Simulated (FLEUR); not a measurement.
A self-consistent single point of a (001) slab of Er (cut from a parent of space group no. 194; 2 atoms in the cell) with FLEUR.

Method of the run: PBEsol, all-electron FLAPW (FLEUR, film geometry), scalar-relativistic valence in FLEUR.

```xyz
2
Lattice="3.5422 0.0000 0.0000 -1.7711 3.0676 0.0000 0.0000 0.0000 16.7810" Properties=species:S:1:pos:R:3 pbc="T T T"
Er     1.7711     1.0225     9.7810
Er     0.0000     2.0451     7.0000
```
Moments meant for the start (each program seeds them in its own way; μB, in the order of the atoms Er Er): 3.0 3.0.

Reference input (self-consistent single point, DFT, PBEsol, all-electron FLAPW (FLEUR, film geometry), scalar-relativistic valence): Kmax = 3.8 1/bohr; GmaxXC = 11.4 1/bohr; xcFunctional = PBEs; jspins = 2; l_soc = F; mode = hist; fermiSmearingEnergy = 0.00367493 Htr; mesh (inpgen div1-3) = 5 5 1; inpgen gamma flag = false; Gmax = 11.4 1/bohr; numbands = 0; maxIterBroyd = 99. This run's input differs from it in these lines:

```diff
@@ -15,3 +15,3 @@
 &exco xctyp='PBEs' /
-&kpt div1=5 div2=5 div3=1 /
+&kpt div1=17 div2=17 div3=1 /
 &end /
```

The program printed (abridged):

```
 Iteration:     1   Distance:     104.55673615 me/bohr^3
 Iteration:     2   Distance:      10.78463040 me/bohr^3
 Iteration:     3   Distance:       8.31361246 me/bohr^3
 Iteration:     4   Distance:       7.34089642 me/bohr^3
 Iteration:     5   Distance:       7.09067695 me/bohr^3
   [... 51 lines left out ...]
 Iteration:    57   Distance:       0.00013421 me/bohr^3
 Iteration:    58   Distance:       0.00012398 me/bohr^3
 Iteration:    59   Distance:       0.00007989 me/bohr^3
 Iteration:    60   Distance:       0.00008178 me/bohr^3
 Run finished successfully
 Stop message:
   all done

[file out, last iteration]
             iter=     60
[...]
          vacuum :                            -0.0042754427
 9990nmzxy=  100
 9992nmzdiff=  153
          vacuum :                            -0.0170110456
          vacuum :                            -0.0214673520
          total density-effective poten   -4.5012263360E+04
   [... lines left out ...]
          first approx. to ef    (T=0)  :  -0.104773 htr   (energy of the highest occ. eigenvalue)
FERHIS:  Fermi-Energy by histogram:
          bandgap                     :   0.000006 htr
          charge neutrality (T=0)     :   0.013841    (zero if the highest occ. eigenvalue is "entirely" occupied)
     EF_NEWTON:  Adjust Fermi-Energy by Newton-Method.
 Direct bandgap for spin            1 :    7.4940480835708895E-003  Htr
 Direct bandgap for spin            2 :    4.1557153970181449E-004  Htr
 ---->    free energy=                    -26191.1077008028 htr
   [... lines left out ...]
SPIN-1 FORCE FOR ATOM TYPE=  1  X= -3.347   Y=  1.932   Z=  2.628      FX_SP = 0.000000 FY_SP = 0.000000 FZ_SP =-0.091377
SPIN-2 FORCE FOR ATOM TYPE=  1  X= -3.347   Y=  1.932   Z=  2.628      FX_SP = 0.000000 FY_SP = 0.000000 FZ_SP = 0.091260
 ***** TOTAL FORCES ON ATOMS *****
 TOTAL FORCE FOR ATOM TYPE=  1  X= -3.347   Y=  1.932   Z=  2.628
                       FX_TOT= 0.000000 FY_TOT= 0.000000 FZ_TOT=-0.000117
No new postions, force convergence required= 0.00001; max force distance= 0.00000
---->    distance of charge densities for spin  1                 it=   60:     0.000004 me/bohr**3
---->    distance of charge densities for spin  2                 it=   60:     0.000082 me/bohr**3
---->    distance of charge densities for it=   60:     0.000082 me/bohr**3
---->    distance of spin densities for it=   60:     0.000082 me/bohr**3
[...]
```

The run ended unconverged after 60 iterations. 

The starting cell has typed, rounded lattice constants, without a prior relaxation at this level. The slab is cut from that crystal, and its faces are unrelaxed. Its lattice was rescaled by up to half a per cent. Spin-orbit coupling is off. Values depend on the basis (sphere radii, cutoffs, local orbitals), which need not be converged.

Cost on one core of a shared machine: roughly 10 min.
